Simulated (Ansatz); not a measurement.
Start from SrHfO$_{3}$ (space group I4/mcm, No. 140; a = 5.714 Å, c = 8.271 Å; a cell from a computed database, its experimental status unchecked). Axes: x, y, z lie along a, b, c of the conventional cell.

All numbers come from DFT with PBEsol, PAW potentials and a 420 eV plane-wave cutoff in Ansatz (a first-principles code), spin-orbit coupling left out.

Strains are applied to the cell and any free atomic positions relax; under biaxial strain the out-of-plane vector relaxes too; under stress the whole cell relaxes.

One change was made to it. Results:

The energy increases by 2.9 meV/atom; the band gap increases by 0.046 eV (4.09 eV → 4.13 eV).

Problem. What was done to the base?
A. biaxial strain −2.98 %, plane normal [001], relaxed out of plane
B. biaxial strain +1.83 %, plane normal [001], relaxed out of plane
C. uniaxial stress, 5 GPa compression along z

Solution. C, uniaxial stress, 5 GPa compression along z. For comparison, the band gap in the other runs: biaxial strain +1.83 %, plane normal [001], relaxed out of plane gives 4.02 eV; biaxial strain −2.98 %, plane normal [001], relaxed out of plane gives 3.98 eV.

With Hf present, leaving out spin-orbit coupling can change the band edges. Beyond what the load breaks, stability against distortions was not tested.
